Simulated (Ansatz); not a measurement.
We consider rock-salt PrN, described by PBEsol (PAW; Ansatz, a first-principles code).

Run with plane-wave cutoff 520 eV, 18×18×18 k mesh, Fermi–Dirac smearing 0.05 eV, spin-polarised with parallel moments, scalar-relativistic PAW data made under PBE.

Computed at the level's own relaxed cell.

Question: What does this level give for the equilibrium volume per atom, bulk modulus B0, lattice parameter a and pressure derivative B′ of the bulk modulus?

Answer: 
- equilibrium volume per atom: 15.34 Å³/atom
- bulk modulus B0: 146 GPa
- lattice parameter a: 4.969 Å
- pressure derivative B′ of the bulk modulus: 4.2

The run finds no gap.

Note: the magnetic order was assumed, not searched for or taken from measurement; the 4f shell is treated without U or exact exchange, so its levels and filling can be wrong; the volume lies 10 % below that of the published cell.

Spin–orbit coupling is not included; it can open a gap where bands touch, and shift volumes and moduli.

The computed numbers hold no vibrational or temperature effects.
